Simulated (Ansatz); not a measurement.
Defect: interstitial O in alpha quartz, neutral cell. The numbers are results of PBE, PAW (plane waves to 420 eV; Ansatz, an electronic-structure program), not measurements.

72-site cell at the relaxed PBE lattice, the Γ point alone, smearing 0.01 eV, spin-restricted, no finite-size correction. Static, classical nuclei. The charge state is imposed; whether it is stable for some Fermi level was not computed. Sites that were not tried may lie lower.

Barriers: single points on a 2×2×2 k-point mesh shifted by half a step along c at the bands' geometries.

Relaxed starting cell (atoms counted from 1):

```
CELL_PARAMETERS angstrom
     10.04225     0.00000     0.00000
     -5.02113     8.69685     0.00000
      0.00000     0.00000    11.01902
ATOMIC_POSITIONS crystal
  Si 0.99606 0.23422 0.16725
  Si 0.00368 0.25247 0.65276
  Si 0.00775 0.73201 0.17112
  Si 0.00088 0.74041 0.66894
  Si 0.50086 0.23903 0.16673
  Si 0.50583 0.23888 0.66991
  Si 0.49909 0.73007 0.17360
  Si 0.50058 0.73634 0.66838
  Si 0.25849 0.25701 0.00169
  Si 0.26460 0.25927 0.50098
  Si 0.26855 0.75744 0.00249
  Si 0.25947 0.75740 0.50275
  Si 0.76068 0.26220 0.99844
  Si 0.76564 0.26768 0.49953
  Si 0.75332 0.74066 0.02075
  Si 0.76285 0.76392 0.50110
  Si 0.24173 0.99830 0.33498
  Si 0.24539 0.99794 0.83647
  Si 0.23189 0.49367 0.33711
  Si 0.23650 0.49668 0.83304
  Si 0.73609 0.99997 0.33622
  Si 0.74236 0.01937 0.81197
  Si 0.73851 0.50336 0.33353
  Si 0.73725 0.50309 0.83721
  O  0.12381 0.20261 0.10363
  O  0.12917 0.20959 0.60169
  O  0.13904 0.70520 0.10907
  O  0.12507 0.70459 0.60443
  O  0.62476 0.20452 0.09961
  O  0.63908 0.21255 0.60911
  O  0.62252 0.67991 0.12596
  O  0.62730 0.70474 0.60302
  O  0.29416 0.41709 0.43625
  O  0.28627 0.41294 0.93482
  O  0.29418 0.91649 0.43694
  O  0.29809 0.91620 0.93892
  O  0.78163 0.42227 0.44100
  O  0.79306 0.42478 0.93999
  O  0.79222 0.92353 0.44004
  O  0.85949 0.97620 0.88753
  O  0.37744 0.08101 0.23432
  O  0.38182 0.07947 0.73562
  O  0.36370 0.57533 0.23467
  O  0.37411 0.57786 0.73347
  O  0.86937 0.07735 0.23356
  O  0.85109 0.09567 0.69471
  O  0.88126 0.57539 0.23795
  O  0.87153 0.58499 0.73574
  O  0.41802 0.29284 0.06708
  O  0.42198 0.28715 0.56595
  O  0.42775 0.78265 0.06260
  O  0.41852 0.78900 0.56675
  O  0.91720 0.28867 0.06370
  O  0.93909 0.31934 0.54741
  O  0.92024 0.77377 0.06644
  O  0.92123 0.79488 0.56627
  O  0.20833 0.12387 0.39983
  O  0.21187 0.12323 0.90095
  O  0.20127 0.62057 0.40275
  O  0.20617 0.62376 0.89902
  O  0.70646 0.12963 0.39965
  O  0.70700 0.13572 0.88927
  O  0.71095 0.63519 0.39412
  O  0.70163 0.62790 0.90340
  O  0.07445 0.36703 0.27113
  O  0.07791 0.37344 0.76486
  O  0.08398 0.87178 0.26893
  O  0.08739 0.87475 0.76949
  O  0.58290 0.37713 0.26551
  O  0.58010 0.37518 0.77132
  O  0.57767 0.86925 0.27249
  O  0.58110 0.87163 0.77062
  O  0.76011 0.90673 0.99532
```

End state 1 differs by these moves (Å; atoms that move under 0.08 Å are left out):

```tsv
atom	element	Δx	Δy	Δz
1	Si	0.04	0.20	-0.20
2	Si	0.03	-0.16	0.18
3	Si	-0.12	0.08	-0.03
5	Si	0.09	0.01	0.01
9	Si	0.12	0.08	-0.03
11	Si	-0.09	0.01	0.01
15	Si	-0.04	0.20	-0.20
16	Si	-0.03	-0.16	0.18
21	Si	-0.03	-0.19	0.24
22	Si	0.03	-0.19	0.24
25	O	0.11	0.19	0.00
27	O	-0.15	0.00	-0.06
29	O	0.14	0.09	0.09
30	O	-0.09	-0.03	-0.06
31	O	-0.10	0.26	-0.21
32	O	0.05	-0.23	0.22
34	O	0.14	0.08	-0.03
37	O	0.15	-0.02	-0.05
39	O	-0.27	-0.18	0.39
40	O	-0.41	-0.48	0.54
44	O	-0.15	-0.02	-0.05
45	O	0.41	-0.48	0.54
46	O	0.27	-0.18	0.39
47	O	-0.14	0.08	-0.03
49	O	0.15	0.00	-0.06
51	O	-0.14	0.09	0.09
52	O	0.09	-0.03	-0.06
53	O	0.10	0.26	-0.21
54	O	-0.05	-0.23	0.22
55	O	-0.11	0.19	0.00
62	O	0.04	-0.06	0.09
63	O	-0.02	-0.09	0.12
66	O	0.02	-0.09	0.12
71	O	-0.04	-0.06	0.09
73	O	0.00	1.61	1.98
```

Q: Give the forward and backward barriers to end state 1 at the level PBE, PAW.

A: forward 1.25 eV, backward 1.25 eV; at the saddle point atom 73 has neighbours 2 O at 1.85; 2 Si at 2.23 Å. The saddle point's order was not checked, and it lies on a symmetry element of the cell, where a band can be held.
